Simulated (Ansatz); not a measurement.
A computed series for HfSi2: pressure series

The parent structure is HfSi2 (space group Cmcm, No. 63; a = 3.683 Å, b = 14.598 Å, c = 3.658 Å).

Cell and atoms are relaxed at each pressure.

Levels (all Ansatz, a first-principles code, PAW, earlier PAW set): PBE (420 eV, without spin-orbit coupling); PBEsol (420 eV, no spin-orbit coupling).

The base cell above is that of PBE; each level relaxes its own structures.

```csv
case,"shortest interatomic distance, PBE","shortest interatomic distance, PBEsol"
pressure −2 GPa,2.428 Å,2.418 Å
pressure −1 GPa,2.424 Å,?
pressure 3 GPa,2.412 Å,?
pressure 7 GPa,2.401 Å,?
pressure 15 GPa,2.383 Å,2.378 Å
pressure 30 GPa,2.361 Å,2.357 Å
pressure 50 GPa,2.342 Å,2.338 Å
pressure 75 GPa,2.324 Å,2.319 Å
pressure 100 GPa,2.308 Å,?
```

Complete the table.


- pressure −1 GPa, shortest interatomic distance, PBEsol: 2.414 Å
- pressure 3 GPa, shortest interatomic distance, PBEsol: 2.403 Å
- pressure 7 GPa, shortest interatomic distance, PBEsol: 2.394 Å
- pressure 100 GPa, shortest interatomic distance, PBEsol: 2.302 Å

PBE lies above PBEsol in every row, by 0.003 Å to 0.011 Å. They put the cases in the same order.

Load acts through the strain it causes; cell and atoms are relaxed under it. Stability against distortions was not tested. Competing high-pressure phases were not computed. All final runs are without spin polarisation.
